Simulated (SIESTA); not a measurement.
Checking a run of SIESTA on Cs3Hg (Pm-3m, 4 atoms in the cell). The aim is a self-consistent single point with DFT, GGA PBEsol, numerical atomic orbitals DZP, PseudoDojo PBEsol standard norm-conserving potentials (rewritten from UPF to PSML).

Cell that was meant: a = 6.7415 Å, b = 6.7415 Å, c = 6.7415 Å, α = 90.00°, β = 90.00°, γ = 90.00°.

Part of the input:

```
    0   0   4  0.0
%endblock kgrid.MonkhorstPack
OccupationFunction           FD
ElectronicTemperature        11604.52 K

MaxSCFIterations             150
SCF.Mixer.Method             Broyden
```

Output (repeated stretches shortened):

```
reinit: Reading from file input.fdf

reinit: System Name: Cs3Hg
reinit: System Label: siesta

   [... lines left out ...]
        0.000000    6.741482    0.000000
        0.000000    0.000000    6.741482

outcell: Cell vector modules (Ang)   :    6.741482    6.741482    6.741482
outcell: Cell angles (23,13,12) (deg):     90.0000     90.0000     90.0000
outcell: Cell volume (Ang**3)        :    306.3840
new_DM -- step:     1
Initializing Density Matrix...

Attempting to read DM from file... Failed...
DM filled with atomic data:

InitMesh: MESH = 80 x 80 x 80 = 512000
InitMesh: Mesh cutoff (required, used) =   350.000   389.199 Ry

stepf: Fermi-Dirac step function
        iscf     Eharris(eV)        E_KS(eV)     FreeEng(eV)     dDmax    Ef(eV) dHmax(eV)
   scf:    1    -6010.264380    -6285.031510    -6299.829376  3.530106 -0.564012 79.936238
   scf:    2    -6478.468307    -6427.363345    -6434.670460  2.930833 -2.194009 13.211471
   scf:    3    -6430.925930    -6429.251564    -6436.165164  0.139587 -2.283720  8.674785
   scf:    4    -6431.110055    -6430.770307    -6437.218529  0.497208 -2.502881  3.584592
   scf:    5    -6430.814034    -6430.793994    -6437.270331  0.065114 -2.503215  3.317304
   [... 5 lines left out ...]
   scf:   11    -6430.809937    -6430.814253    -6437.439440  0.005900 -2.489839  0.007953
   scf:   12    -6430.813294    -6430.813774    -6437.439443  0.000791 -2.490017  0.002034
   scf:   13    -6430.813489    -6430.813631    -6437.439443  0.000232 -2.490056  0.000320
   scf:   14    -6430.813584    -6430.813608    -6437.439443  0.000043 -2.490066  0.000125
SCF Convergence by DM+H criterion
max |DM_out - DM_in|         :     0.0000425293
max |H_out - H_in|      (eV) :     0.0001246863
SCF cycle converged after 14 iterations

Using DM_out to compute the final energy and forces

siesta: E_KS(eV) =            -6430.8136

siesta: E_KS - E_eggbox =     -6430.8136

siesta: Atomic forces (eV/Ang):
     1    0.000000   -0.000000   -0.000000
     2    0.000000   -0.000000   -0.000000
     3   -0.000000   -0.000000   -0.000000
     4    0.000000   -0.000000   -0.000000
   Tot    0.000000   -0.000000   -0.000000
   Max    0.000000
   Res    0.000000    sqrt( Sum f_i^2 / 3N )
   Max    0.000000    constrained

Stress tensor Voigt[x,y,z,yz,xz,xy] (kbar):      -10.31      -10.31      -10.31       -0.00        0.00        0.00
   [... lines left out ...]
siesta: FreeEng =     -6437.439443
siesta: Cell volume =        306.384040 Ang**3
siesta:          10.30718169         10.30718169  kBar
   [... lines left out ...]
              0.057   1.983   1.983   1.982   1.983   1.982  -0.004  -0.004

             -0.002  -0.004  -0.002

mulliken: Qtot =       47.000

Mulliken Atomic Populations:
Atom #   charge [q] valence [e]  Species
     1    -0.167260    9.167260  Cs
     2    -0.167261    9.167261  Cs
     3    -0.167260    9.167260  Cs
     4     0.501781   19.498219  Hg
 Total     0.000000
```

Question: Is this run sound? If not, what is wrong?

Answer: The run is not sound. The fault is a smearing width that is far too large. A width of many tenths of an electronvolt moves electrons far across the Fermi level or the gap, and the free energy and its derivatives carry a large smearing term. To fix it, use a width small against the gap or band features. The run converged in 14 iterations without an error; against the sound input the free energy falls by 920 meV/atom and the pressure goes from 0.16 to 1.03 GPa.

An input that runs soundly differs in these lines (not the only fix; some lines may just follow from the change or write a value another way):
```diff
-ElectronicTemperature        11604.52 K
+ElectronicTemperature        1160.45 K
```

With that input, the run converged in 13 iterations: free energy E − TS -6433.7585 eV; Fermi level (on the code's own zero) -1.95 eV; pressure 0.16 GPa (DFT, GGA PBEsol, numerical atomic orbitals DZP, PseudoDojo PBEsol standard norm-conserving potentials (rewritten from UPF to PSML)).

On the sound input: the starting cell comes from a database of computed structures (which also holds hypothetical and non-ambient phases and stackings), without a prior relaxation at this level. Its lattice was rescaled by a random factor within 2.5 % of one. Values carry the incompleteness of an atom-centred basis.
